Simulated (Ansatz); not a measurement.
**PdCl2 (P2₁/c, No. 14, 6 atoms in the cell; start mp-1018891)**

The numbers are results of LDA (PAW; Ansatz, an electronic-structure program), not measurements.

Numerical settings: plane-wave cutoff 520 eV, 8×8×6 k mesh (along the axes of the cell as run), Fermi–Dirac smearing 0.01 eV, scalar-relativistic PAW data made under PBE.

Cell (relaxed with PBE-D3(BJ)):

Space group P2₁/c (No. 14); a = 5.4548 Å, b = 3.9568 Å, c = 6.4551 Å, α = γ = 90.00°, β = 107.17°

| atom | site | symmetry | x | y | z |
|---|---|---|---|---|---|
| Pd | 2c | -1 | 0.0000 | 0.0000 | 0.5000 |
| Cl | 4e | 1 | 0.2567 | 0.2549 | 0.3162 |

```yaml
band_gap: 0.42 eV
smallest_direct_gap_on_the_k_points_sampled: 0.78 eV
direct gap at Γ: 1.39 eV
```

Note: cell and atoms aren't relaxed at this level (pressure -4.4 GPa).

Spin–orbit coupling is not included.

It cost very roughly 60 core-seconds of CPU time.

A start named mp-… is a Materials Project structure, which need not be a measured phase.
